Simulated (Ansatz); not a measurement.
**GaSb: response to strain**

Base system: GaSb in the zinc blende structure (space group F-43m, No. 216).

```xyz
2
Lattice="0.0000 3.0244 3.0244 3.0244 0.0000 3.0244 3.0244 3.0244 0.0000" Properties=species:S:1:pos:R:3 pbc="T T T"
Ga     0.0000     0.0000     0.0000
Sb     1.5122     1.5122     1.5122
```

Cartesian axes are those of the cell as printed.

Strains are applied to the cell and any free atomic positions relax; under biaxial strain the out-of-plane vector relaxes too.

The values are results of LDA/PAW in Ansatz (a quantum-chemistry and plane-wave program), no SOC, not measurements.

Notes on the quantities. energy relative to the base: free energy F; band gap: uncertain: the Fermi level lies in a band; the base alone.

```csv
variant,energy relative to the base,out-of-plane strain,band gap
base,0 meV/atom,–,0.07 eV
"biaxial strain −3.00 %, plane normal [001], relaxed out of plane",+15 meV/atom,+2.73 %,0.16 eV
"biaxial strain −2.50 %, plane normal [001], relaxed out of plane",+10 meV/atom,+2.28 %,0.15 eV
"biaxial strain −2.00 %, plane normal [001], relaxed out of plane",+6.5 meV/atom,+1.82 %,0.14 eV
"biaxial strain −1.50 %, plane normal [001], relaxed out of plane",+3.6 meV/atom,+1.37 %,0.12 eV
"biaxial strain −1.00 %, plane normal [001], relaxed out of plane",+1.6 meV/atom,+0.92 %,0.10 eV
"biaxial strain −0.50 %, plane normal [001], relaxed out of plane",+0.4 meV/atom,+0.46 %,0.08 eV
"biaxial strain +0.50 %, plane normal [001], relaxed out of plane",+0.4 meV/atom,–,zero
```

Spin-orbit coupling, missing from the scalar runs, can matter with Sb. No phonon test of stability was made. The final runs are not spin-polarised. Gaps under 0.05 eV, about the width of the smearing, are given as zero. The zero or small gap of GaSb can change with the level of theory.
